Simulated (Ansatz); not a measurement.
# Effect of isotropic strain +0.48 % on hypothetical zinc blende ScAs

The reference is ScAs in the zinc blende structure (space group F-43m, No. 216; a = 6.039 Å; a hypothetical phase, not in the database extracts checked).

The change: the cell is scaled by 1.0048 in all directions, atoms relaxed at fixed cell.

Computed with Kohn–Sham DFT with the PBEsol functional, run in Ansatz (a program for electronic structure) with PAW and 420 eV plane waves, without spin-orbit coupling. k-mesh 10×10×10 (Γ-centred); smearing 0.05 eV (Fermi–Dirac).

* **Volume per atom**: 27.93 Å³ (base 27.53 Å³)
* **Space group**: F-43m (No. 216) (base F-43m (No. 216))
* **Shortest interatomic distance**: 4.965 bohr (base 4.942 bohr)
* **Energy relative to the base (free energy F)**: +1.0 meV/atom
* **Pressure**: -0.82 GPa (base 0.00 GPa)
* **Band gap**: 1.50 eV (base 1.48 eV)
* **Gap character**: direct at X (base direct at X)
* **Width of the top valence band**: 0.47 eV (base 0.49 eV)
* **Valley order (the lowest conduction-band minima on the path, energy above the VBM, named in the base's zone)**: X along ⟨100⟩ 1.50 eV; a point along ⟨110⟩, about 0.6 Å⁻¹ from Γ 2.46 eV; a point along ⟨111⟩, about 0.4 Å⁻¹ from Γ 2.67 eV (base X along ⟨100⟩ 1.48 eV; a point along ⟨110⟩, about 0.6 Å⁻¹ from Γ 2.47 eV; a point along ⟨111⟩, about 0.4 Å⁻¹ from Γ 2.69 eV)

No phonon test of stability was made. The final runs are not spin-polarised.
